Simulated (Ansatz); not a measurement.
For Al2Cu (I4/mcm, No. 140, 6 atoms in the cell; start mp-998), PBE (PAW; Ansatz, a first-principles code) gives:

```
Property                  Result
------------------  ------------
lattice constant a       6.057 Å
c axis length            4.876 Å
bulk modulus B0          100 GPa
cohesive energy     3.63 eV/atom
```

Problem. What does r²SCAN (plane waves, PAW; Ansatz) give for the same quantities?

Solution. 
- lattice constant a: 5.998 Å (decreases by 1.0 %)
- lattice parameter c: 4.805 Å (drops by 1.5 %)
- bulk modulus: 114 GPa (goes up by 14 %)
- cohesive energy: 3.85 eV/atom (increases by 0.22 eV/atom)

Changes are worked out from the printed values.

Unless a cell is named, each level is at its own relaxed cell (PBE 14.91, r²SCAN 14.40 Å³/atom).

Caveats: the bulk modulus is −V dP/dV from two relaxed cells at ±2 % in volume (PBE, r²SCAN); the relaxation could not lower the start's symmetry, so the cell can be a saddle point above a distorted one (PBE, r²SCAN). Ansatz's density-functional and Hartree–Fock values are scalar-relativistic unless marked +SOC, with PAW data made under PBE.

A start named mp-… is a Materials Project structure, which need not be a measured phase.
